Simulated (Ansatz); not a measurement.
Here is the system:

```yaml
crystal:
  lattice:
    - [0.00807, 2.78375, 2.78375]
    - [2.78375, 0.00807, 2.78375]
    - [2.79183, 2.79183, 0.00000]
  atoms:
    - { symbol: Zn, position: [0.00052, 0.00052, 0.99948] }
    - { symbol: Se, position: [0.24948, 0.24948, 0.25052] }
```

No spin polarisation.

The values are results of Ansatz (an electronic-structure program) LDA, no spin-orbit coupling, not measurements. k-mesh 10×10×10 (Γ-centred); smearing 0.05 eV (Fermi–Dirac).

**Question.** Predict the electron mass, gap character, valence-band top at Γ and stress.

**Answer.** 
- Electron mass: 0.090 mₑ (at Γ)
- Gap character: direct at Γ
- Valence-band top at Γ (three highest levels, from the VBM): 0.00, -0.02, -0.04 eV
- Stress (xx, yy, zz, yz, xz, xy; compression positive): (0.00, 0.00, 0.00, 0.00, 0.00, -0.25) GPa

The cells carry an imposed strain or load. Effective masses come from finite differences of ±0.01 Å⁻¹. Whether these cells are dynamically stable was not tested. The cell was made from ZnSe in the zinc blende structure (space group F-43m, No. 216) by this change: tensor shear ε_xy = +0.29 %.
